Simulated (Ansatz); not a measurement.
WAg (model structure, Pmma, No. 51, 4 atoms in the cell) was calculated with r²SCAN (PAW; Ansatz, a first-principles code).

Numerical settings: plane-wave cutoff 560 eV, 12×18×12 k mesh (along the axes of the cell as run), Fermi–Dirac smearing 0.05 eV, no spin polarisation, scalar-relativistic PAW data made under PBE.

Cell (relaxed at this level):

```xyz
4
Lattice="4.6006 0.0000 0.0000 0.0000 2.7169 0.0000 0.0000 0.0000 5.2235" Properties=species:S:1:pos:R:3 pbc="T T T"
W      1.1502     0.0000     4.5401
W      3.4505     0.0000     0.6834
Ag     1.1502     1.3585     1.9001
Ag     3.4505     1.3585     3.3234
```

Predict the bulk modulus.


bulk modulus: 192 GPa

Note: the run has no spin polarisation, so it can have missed a magnetic state; the bulk modulus is −V dP/dV from two relaxed cells at ±2 % in volume; the relaxation could raise the start's symmetry but not lower it, so the cell can be a saddle point.

Spin–orbit coupling is not included.

Static lattice: no zero-point or thermal effects.

Computing time: roughly 12 core-minutes.

A model structure was made by putting elements into a prototype or built by hand; it is no filed structure, need not be a known phase, and can be a saddle point held by its symmetry.
